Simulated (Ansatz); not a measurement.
Ansatz (a quantum-chemistry and plane-wave program), DFT, PBE, plane waves, its default PAW files, spin-polarised: Ni(111) slab of 4 layers, 1x1, atoms displaced, unrelaxed, 4 atoms, spin-polarised from a ferromagnetic start (1 μB on Ni). Basis and mesh were picked for this test and aren't claimed converged.

```
Item                                                                Value
---------------------------------------  --------------------------------
cell                                     2.49, 2.49, 26.10 Å; 90, 90, 60°
distance to the nearest atom                               2.44 to 2.45 Å
task                                                         single point
k mesh                                                            10×10×1
hamiltonian.xc                                                        pbe
kind of files                                                         paw
scf.occupations.method                                        fermi_dirac
scf.occupations.width                                              0.2 eV
output.forces                                                        true
magnetization.spin_polarized                                         true
binding of workers (--pin)                                            off
k-point pools (--kpoint-pools)                                          1
memory maximum (--max-ram)                                           8GiB
accuracy                                                 medium (default)
basis.precision                                            auto (default)
basis.xc_grid                                                 2 (default)
scf.eigensolver.kind                                       auto (default)
scf.convergence.dr2_threshold                             1e-07 (default)
scf.lower_state_search                                    light (default)
k-points after symmetry (for each spin)                                52
bands at the start                                                     48
electrons                                                              72
plane waves at Γ                                                     2649
cutoff (eV)                                                           420
FFT grid                                                        18×18×180
symmetry operations                                                     1
```

One run each.

All on 4 threads. Base settings, kept where nothing else is said: scf.mixing.algorithm = auto (default), scf.mixing.preconditioner = auto (default), scf.algorithm = auto (default) (scf.mixing.beta, scf.mixing.ndim, scf.mixing.q_tf, scf.mixing.beta_mag not set). The settings tried:
- the base settings
- scf.mixing.algorithm = anderson, scf.mixing.ndim = 1
- scf.mixing.algorithm = broyden, scf.mixing.beta = 0.7
- scf.mixing.ndim = 4
- scf.mixing.ndim = 16
- scf.mixing.algorithm = broyden, scf.mixing.beta = 0.3
- scf.mixing.algorithm = broyden, scf.mixing.beta = 0.1
- scf.mixing.preconditioner = local_kerker
- scf.mixing.algorithm = anderson
- scf.mixing.algorithm = broyden, scf.mixing.preconditioner = kerker, scf.mixing.q_tf = 1.5 1/Å
- scf.mixing.preconditioner = kerker
- scf.mixing.algorithm = msr1
- scf.mixing.preconditioner = kerker_dos
- scf.mixing.algorithm = anderson, scf.mixing.ndim = 4
- scf.mixing.preconditioner = none
- scf.mixing.algorithm = broyden, scf.mixing.beta_mag = 2
- scf.mixing.algorithm = broyden, scf.mixing.beta = 1
- scf.algorithm = direct_min
- scf.mixing.algorithm = broyden, scf.mixing.preconditioner = kerker
- scf.mixing.algorithm = broyden, scf.mixing.preconditioner = none
- scf.mixing.algorithm = broyden
- scf.mixing.algorithm = anderson, scf.mixing.ndim = 16
- scf.mixing.preconditioner = ldos
- scf.mixing.algorithm = broyden, scf.mixing.beta_mag = 0.3
- scf.mixing.algorithm = broyden, scf.mixing.preconditioner = kerker, scf.mixing.q_tf = 0.5 1/Å

Problem. Which settings need the fewest SCF iterations, which the most, and do any fail to converge?

Solution. Fewest SCF iterations: scf.algorithm = direct_min (11). Most among those that reach the base run's result: scf.mixing.algorithm = broyden, scf.mixing.preconditioner = kerker (76); scf.mixing.preconditioner = kerker_dos (73). All converged. In the base run the program took: scf.mixing.algorithm MSR1, scf.mixing.preconditioner LDOS, scf.eigensolver.kind band_cg, --slots 4.

| setting | SCF iterations | applications of H to a band | end |
|---|---|---|---|
| scf.algorithm = direct_min | 11 | 517131 | converged |
| the base settings | 15 | 154707 | converged |
| scf.mixing.algorithm = msr1 | 15 | 154707 | converged |
| scf.mixing.preconditioner = ldos | 15 | 154707 | converged |
| scf.mixing.algorithm = broyden, scf.mixing.beta_mag = 0.3 | 16 | 168187 | converged, no check of stability |
| scf.mixing.algorithm = anderson | 18 | 223761 | converged, no check of stability |
| scf.mixing.algorithm = broyden, scf.mixing.beta = 0.7 | 18 | 197429 | converged, no check of stability |
| scf.mixing.ndim = 4 | 18 | 181010 | converged |
| scf.mixing.algorithm = broyden, scf.mixing.beta = 1 | 19 | 187915 | converged, no check of stability |
| scf.mixing.algorithm = anderson, scf.mixing.ndim = 16 | 19 | 230502 | converged, no check of stability |
| scf.mixing.ndim = 16 | 19 | 229220 | converged |
| scf.mixing.algorithm = anderson, scf.mixing.ndim = 4 | 20 | 254129 | converged, no check of stability |
| scf.mixing.algorithm = broyden, scf.mixing.preconditioner = none | 21 | 201837 | converged, no check of stability |
| scf.mixing.algorithm = broyden, scf.mixing.beta_mag = 2 | 22 | 265997 | converged, no check of stability |
| scf.mixing.algorithm = broyden | 24 | 482226 | converged, no check of stability |
| scf.mixing.algorithm = broyden, scf.mixing.beta = 0.3 | 24 | 482226 | converged, no check of stability |
| scf.mixing.preconditioner = local_kerker | 25 | 243023 | converged |
| scf.mixing.algorithm = broyden, scf.mixing.beta = 0.1 | 25 | 232340 | converged, no check of stability |
| scf.mixing.preconditioner = none | 29 | 244784 | converged |
| scf.mixing.algorithm = broyden, scf.mixing.preconditioner = kerker, scf.mixing.q_tf = 0.5 1/Å | 33 | 361498 | converged, no check of stability |
| scf.mixing.algorithm = anderson, scf.mixing.ndim = 1 | 40 | 277385 | converged, no check of stability |
| scf.mixing.algorithm = broyden, scf.mixing.preconditioner = kerker, scf.mixing.q_tf = 1.5 1/Å | 45 | 385020 | converged, no check of stability |
| scf.mixing.preconditioner = kerker | 58 | 450523 | converged |
| scf.mixing.preconditioner = kerker_dos | 73 | 692920 | converged, no check of stability |
| scf.mixing.algorithm = broyden, scf.mixing.preconditioner = kerker | 76 | 598891 | converged, no check of stability |

An iteration's cost differs between solvers, so these counts don't give the time.

Keys are those of Ansatz 0.2.
